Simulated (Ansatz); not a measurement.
Start from Na in the bcc (W type) structure (space group Im-3m, No. 229; a = 4.173 Å; relaxed with 0.1 eV smearing). Axes: x, y, z lie along the cube axes.

All numbers come from DFT with PBEsol, PAW potentials and a 420 eV plane-wave cutoff in Ansatz (a first-principles code), no spin-orbit coupling.

Before the change:

Shortest interatomic distance: 3.614 Å

Modification: compressive biaxial strain of 2.08 % in the plane normal to [111], as in epitaxy on a mismatched substrate; the out-of-plane cell vector and the atoms relax.

How does this affect the energy relative to the base?

The energy increases by 1.9 meV/atom.

What does the calculation give for the shortest interatomic distance after the change?

The shortest interatomic distance decreases by 0.062 Å to 3.552 Å.

Estimate the effect on the out-of-plane strain.

The out-of-plane strain comes out as +1.04 %.

Whether these cells are dynamically stable was not tested.
